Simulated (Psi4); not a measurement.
Psi4 1.11, PBE0/def2-svpd: Cd(Me) ([CH3][Cd+]), charge +1, multiplicity 1, 5 atoms. The geometry is a generated start, not checked to be a minimum at this level.

| Property | Value |
|---|---|
| task | energy |
| method | pbe0 |
| basis | def2-svpd |
| memory | 3 GB |
| maxiter | 100 |
| keys of the molecule block | symmetry c1 |
| scf_type | df (default) |
| e_convergence | 1e-06 (default) |
| d_convergence | 1e-06 (default) |
| dft_radial_points | 75 (default) |
| dft_spherical_points | 302 (default) |
| effective core potentials | those of the basis set, past Kr |
| basis functions | 78 |
| grid points | 108469 |

```xyz
5

Cd    -1.3344    -0.7830    -1.0904
C      0.1766     0.1041     0.1441
H      0.6760    -0.7316     0.6501
H     -0.3558     0.7656     0.8377
H      0.8376     0.6450    -0.5415
```

Charge 1 and multiplicity 1 are set for this test and not shown to be the ground state.

With the defaults (diis = true, scf_initial_accelerator = adiis, damping_percentage = 0, soscf = false, soscf_start_convergence = 0.01, guess = auto, which took SAD, diis_max_vecs = 10) it converges in 9 SCF iterations. One run each on 2 threads, with these changes:
- scf_initial_accelerator = none
- guess = sap
- damping_percentage = 20
- guess = gwh
- diis = false, scf_initial_accelerator = none, damping_percentage = 60
- soscf = true, soscf_start_convergence = 0.001
- damping_percentage = 60
- soscf = true
- diis_max_vecs = 6

Q: Which runs fail or end elsewhere than the default run?

A: No convergence: diis = false, scf_initial_accelerator = none, damping_percentage = 60 (the run ends without SCF convergence in 100 iterations). The rest reach the solution of the defaults.

| setting | SCF iterations | JK calls | end |
|---|---|---|---|
| soscf = true | 6 | 17 | same solution |
| soscf = true, soscf_start_convergence = 0.001 | 7 | 18 | same solution |
| the defaults | 9 | 10 | same solution |
| scf_initial_accelerator = none | 9 | 10 | same solution |
| diis_max_vecs = 6 | 9 | 10 | same solution |
| guess = gwh | 11 | 11 | same solution |
| guess = sap | 13 | 13 | same solution |
| damping_percentage = 20 | 18 | 19 | same solution |
| damping_percentage = 60 | 91 | 92 | same solution |
| diis = false, scf_initial_accelerator = none, damping_percentage = 60 | 100 | 101 | no convergence |

An SOSCF iteration holds several JK calls; a Hückel guess adds calls on atoms.
